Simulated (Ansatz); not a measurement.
The structure below was relaxed with Ansatz (an electronic-structure program), PBEsol, PAW, cutoff 420 eV, no SOC, earlier PAW set.

Space group Cmcm (No. 63); a = 4.5810 Å, b = 12.6928 Å, c = 5.0930 Å, α = 90.00°, β = 90.00°, γ = 90.00°

```tsv
atom	site	symmetry	x	y	z
Tl	4c	m2m	0.0000	0.3950	0.2500
I	4c	m2m	0.0000	0.1361	0.2500
```

Problem. Write out a cell with all atoms.

Solution. 
```
TlI
1.0
    4.58102     0.00000     0.00000
    0.00000    12.69281     0.00000
    0.00000     0.00000     5.09304
Tl I
4 4
Direct
  0.00000   0.60496   0.75000
  0.50000   0.89504   0.25000
  0.50000   0.10496   0.75000
  0.00000   0.39504   0.25000
  0.50000   0.63610   0.25000
  0.00000   0.86390   0.75000
  0.00000   0.13610   0.25000
  0.50000   0.36390   0.75000
```
This is the conventional cell.

Stability against distortions was not tested. The cell was made from TlBr by this change: Br → I; the result is a model cell.
